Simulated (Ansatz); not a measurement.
LiTaO3 (Pnma, No. 62, 20 atoms in the cell; start mp-1105280; a measured phase of this formula has another space group) was calculated with HSE06 (PAW; Ansatz, an electronic-structure program).

Numerical settings: plane-wave cutoff 460 eV, 4×2×4 k mesh (along the axes of the cell as run), Fermi–Dirac smearing 0.01 eV, scalar-relativistic PAW data made under PBE.

Cell (relaxed with PBEsol):

```cif
data_Li4O12Ta4
_chemical_formula_sum 'Li4 Ta4 O12'
_space_group_name_H-M_alt 'Pnma'
_space_group_IT_number 62
_space_group_name_Hall '-P 2ac 2n'
_cell_length_a 5.06608
_cell_length_b 8.55370
_cell_length_c 4.68695
_cell_angle_alpha 90.000
_cell_angle_beta 90.000
_cell_angle_gamma 90.000
loop_
_atom_site_label
_atom_site_type_symbol
_atom_site_symmetry_multiplicity
_atom_site_Wyckoff_symbol
_atom_site_fract_x
_atom_site_fract_y
_atom_site_fract_z
_atom_site_occupancy
Li1 Li 4 b 0.00000 0.00000 0.50000 1
Ta1 Ta 4 c 0.05692 0.25000 0.94174 1
O1 O 4 c 0.38904 0.25000 0.19298 1
O2 O 8 d 0.20423 0.60293 0.20714 1
```

**Question.** Estimate the band gap that the calculation returns.

**Answer.** 
band gap: 4.21 eV (on the SCF k mesh)

Note: cell and atoms aren't relaxed at this level (pressure -0.5 GPa).

Spin–orbit coupling is not included.

Static lattice: no zero-point or thermal effects.

A start named mp-… is a Materials Project structure, which need not be a measured phase.
